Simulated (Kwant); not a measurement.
System: wire with on-site disorder in a Si two-dimensional gas. Effective mass 0.19 mₑ, grid spacing 6.2 nm, hard walls, nominal width 100 nm (17 grid rows, so walls 111.6 nm apart), one parabolic valley, scattering region 400 nm long along x; energies count from the band bottom; Fermi energy swept from 9.8955e-05 to 0.004849 eV. On-site energies in the scattering region are random, uniform within ±W/2, W = 0.02 eV, averaged over 12 samples.

Constants are typed, rounded textbook-type inputs, not results; the design itself was drawn at random and stands for no fabricated device.

Computed with Kwant: effective-mass tight-binding model on a square grid, one spin, coherent transport at 0 K. Conductance is in e²/h.

How many channels do the leads carry at E = 2.37, 4.23 meV?

The hard-wall thresholds are n² ħ²π²/(2mW²) = n² × 0.159 meV with W = 111.6 nm. √(2.37/0.159) = 3.86, so 3. √(4.23/0.159) = 5.16, so 5.
